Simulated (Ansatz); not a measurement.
This concerns the formation energy of YN (rock salt, Fm-3m) from the elements. Reaction: Y (hcp) + 1/2 N2 (gas) → YN (rock salt). Negative: the products are lower in energy. The value is per atom of the solid.

YN (rock salt, Fm-3m), 2 atoms in the cell, k-point mesh 12×12×12 on the run's own vectors.
```yaml
crystal:
  lattice:
    - [0.00000, 2.45301, 2.45301]
    - [2.45301, 0.00000, 2.45301]
    - [2.45301, 2.45301, 0.00000]
  atoms:
    - { symbol: Y, position: [0.00000, 0.00000, 0.00000] }
    - { symbol: N, position: [0.50000, 0.50000, 0.50000] }
```

Y (hcp, P6₃/mmc), 2 atoms in the cell, k-point mesh 24×24×10 on the run's own vectors. Conventional cell: a = b = 3.6524 Å, c = 5.7001 Å, α = β = 90.00°, γ = 120.00°.

An isolated N2 molecule (singlet) in a box of 11 × 11 × 13 Å.

All numbers come from Ansatz (a program for electronic structure), plane waves with PAW, its PAW set soft_1, cutoff 420 eV, 500 eV for r2SCAN. The structures are at rest with PBE; other levels are single points on them, but for the rows marked own geometry. HSE06 runs on coarser k-point meshes, mended by the PBE difference between the two meshes. Some cells are metallic or hold partly filled levels, where a hybrid on a coarse mesh is less sure. Neutral cells; Fermi-Dirac smearing of at most 0.10 eV in the solids, energies taken to zero width. The lattices are those relaxed with PBE, so at other levels the solids can be strained, which adds to the spread. A dispersion term (D3(BJ), or D4 for r2SCAN) was computed beside these levels and is taken off wherever the name lacks it. Space groups of crystals are read within 0.01 Å. Nuclei at rest; no vibrational terms.

### Question
What is the computed value (PBE)?

### Answer
-1.70 eV/atom, for Y (hcp) + 1/2 N2 (gas) → YN (rock salt).

### Question
How does the value move with the functional?

### Answer
| Functional | value (eV/atom) | less PBE |
|---|---|---|
| PBE+D3(BJ) | -1.85 | -0.15 |
| r2SCAN+D4 | -2.05 | -0.35 |
| HSE06+D3(BJ) | -2.02 | -0.32 |
| r2SCAN (own geometry) | -1.98 | -0.28 |

The levels shown span 0.35 eV/atom, from r2SCAN+D4 (-2.05) to PBE (-1.70).
